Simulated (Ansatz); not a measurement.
(Si)13/(Ge)2 zinc blende (111) superlattice on Ge, space group P-3m1.

The geometry comes from a PBE relaxation.

```yaml
crystal:
  lattice:
    - [4.07496, 0.00000, 0.00000]
    - [-2.03748, 3.52902, 0.00000]
    - [0.00000, 0.00000, 46.89514]
  atoms:
    - { symbol: Si, position: [0.00000, 0.00000, 0.99823] }
    - { symbol: Si, position: [0.00000, 0.00000, 0.04875] }
    - { symbol: Si, position: [0.33333, 0.66667, 0.06419] }
    - { symbol: Si, position: [0.33333, 0.66667, 0.11481] }
    - { symbol: Si, position: [0.66667, 0.33333, 0.13027] }
    - { symbol: Si, position: [0.66667, 0.33333, 0.18087] }
    - { symbol: Si, position: [0.00000, 0.00000, 0.19633] }
    - { symbol: Si, position: [0.00000, 0.00000, 0.24693] }
    - { symbol: Si, position: [0.33333, 0.66667, 0.26238] }
    - { symbol: Si, position: [0.33333, 0.66667, 0.31297] }
    - { symbol: Si, position: [0.66667, 0.33333, 0.32842] }
    - { symbol: Si, position: [0.66667, 0.33333, 0.37902] }
    - { symbol: Si, position: [0.00000, 0.00000, 0.39447] }
    - { symbol: Si, position: [0.00000, 0.00000, 0.44506] }
    - { symbol: Si, position: [0.33333, 0.66667, 0.46051] }
    - { symbol: Si, position: [0.33333, 0.66667, 0.51110] }
    - { symbol: Si, position: [0.66667, 0.33333, 0.52655] }
    - { symbol: Si, position: [0.66667, 0.33333, 0.57714] }
    - { symbol: Si, position: [0.00000, 0.00000, 0.59260] }
    - { symbol: Si, position: [0.00000, 0.00000, 0.64319] }
    - { symbol: Si, position: [0.33333, 0.66667, 0.65865] }
    - { symbol: Si, position: [0.33333, 0.66667, 0.70925] }
    - { symbol: Si, position: [0.66667, 0.33333, 0.72471] }
    - { symbol: Si, position: [0.66667, 0.33333, 0.77533] }
    - { symbol: Si, position: [0.00000, 0.00000, 0.79078] }
    - { symbol: Si, position: [0.00000, 0.00000, 0.84129] }
    - { symbol: Ge, position: [0.33333, 0.66667, 0.85774] }
    - { symbol: Ge, position: [0.33333, 0.66667, 0.91094] }
    - { symbol: Ge, position: [0.66667, 0.33333, 0.92858] }
    - { symbol: Ge, position: [0.66667, 0.33333, 0.98178] }
```

These are HSE06 (plane waves to 420 eV, PAW; Ansatz, a first-principles code) values and carry that method's errors. Scalar-relativistic, without spin–orbit coupling. Its k-point mesh 6×6×1, Fermi–Dirac width 0.01 eV. HSE06 ran on meshes of its own (6×6×1); its edges and gaps are taken over the mesh and over extra points off it, mostly where PBE has its edges.

Question: List the levels next to the gap at (0.000, 0.000, 0.500) of this cell's own (folded) zone, from the top of the valence band (the table ends after a fixed count of bands, which can cut a degenerate set).

Answer: 
```json
[
 {"band": "v4", "E − E_v (eV)": "-0.244"},
 {"band": "v3", "E − E_v (eV)": "-0.105"},
 {"band": "v2", "E − E_v (eV)": "-0.087"},
 {"band": "v1", "E − E_v (eV)": "-0.087"},
 {"band": "c1", "E − E_v (eV)": "0.751"},
 {"band": "c2", "E − E_v (eV)": "0.793"},
 {"band": "c3", "E − E_v (eV)": "0.823"},
 {"band": "c4", "E − E_v (eV)": "0.936"}
]
```
